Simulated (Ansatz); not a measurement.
BiCl3 (Pnma, No. 62; cell taken from a computed entry) was calculated with r²SCAN-D4 (PAW; Ansatz, a quantum-chemistry and plane-wave program).

Settings: plane-wave cutoff 500 eV, 6×6×6 k mesh, gaussian smearing 0.02 eV, scalar-relativistic PAW data made under PBE.

Cell (relaxed at this level):

```
BiCl3
1.0
    7.60898     0.00000     0.00000
    0.00000     8.86056     0.00000
    0.00000     0.00000     6.31550
Bi Cl
4 12
Cartesian
  4.29662   6.64542   3.23481
  3.31236   2.21514   3.08069
  7.11684   2.21514   0.07706
  0.49213   6.64542   6.23845
  2.47690   8.30977   4.05380
  5.13208   0.55078   2.26170
  1.32759   0.55078   0.89605
  6.28138   8.30977   5.41946
  6.28138   4.98106   5.41946
  1.32759   3.87950   0.89605
  5.13208   3.87950   2.26170
  2.47690   4.98106   4.05380
  0.37317   2.21514   4.03679
  7.23581   6.64542   2.27872
  3.43132   6.64542   0.87903
  4.17766   2.21514   5.43647
```

### Question
Give the computed band gap.

### Answer

* **band gap**: 3.80 eV (on the SCF k mesh)

Note: the relaxation could not lower the start's symmetry, so the cell can be a saddle point above a distorted one.

Spin–orbit coupling is not included; with these elements it can move the gap by several tenths of an eV or more.

The computed numbers hold no vibrational or temperature effects.

Cost on a shared machine: around 12 core-minutes (rough).
